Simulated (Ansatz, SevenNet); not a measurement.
Equilibrium lattice constant a of CsCl-type CoGa: levels of theory against measurement

Reference value: 2.878 Å (measured, temperature not stated, copied from a table, unchecked, no zero-point or thermal correction; as tabulated in Monatshefte fuer Chemie und verwandte Teile anderer Wissenschaften 123, 509 (1992)).

```csv
level (code),value (Å),difference (%)
SevenNet-0,2.882,+0.14
LDA (Ansatz),2.810,-2.36
PBE (Ansatz),2.882,+0.14
PBEsol (Ansatz),2.840,-1.32
PBE-D3(BJ) (Ansatz),2.850,-0.97
PBE-D4 (Ansatz),2.847,-1.08
r²SCAN (Ansatz),2.844,-1.18
B3LYP (VWN-RPA form) (Ansatz),2.877,-0.03
r²SCANh (Ansatz),2.831,-1.63
```

The reference's temperature isn't stated, so close values are not ranked against it.

The reference isn't brought to a static lattice, while the calculations are for one, so the differences are not the levels' errors alone. A static lattice is as a rule a little smaller than the measured one. The crystal itself was run without spin with LDA, PBE, PBEsol, PBE-D3(BJ), PBE-D4, r²SCAN, B3LYP (VWN-RPA form), r²SCANh; a magnetic state was not tried in these runs. B3LYP (VWN-RPA form), r²SCANh: the run has no spin polarisation, so it can have missed a magnetic state. Cutoffs and k meshes differ between the levels. Ansatz's density-functional and Hartree–Fock values are scalar-relativistic unless marked +SOC, with PAW data made under PBE.

Machine-learned potentials (SevenNet-0) are trained on DFT data: a solid inside that data is no test of them.

Differences are worked out from the printed values.

Ansatz is an electronic-structure program.
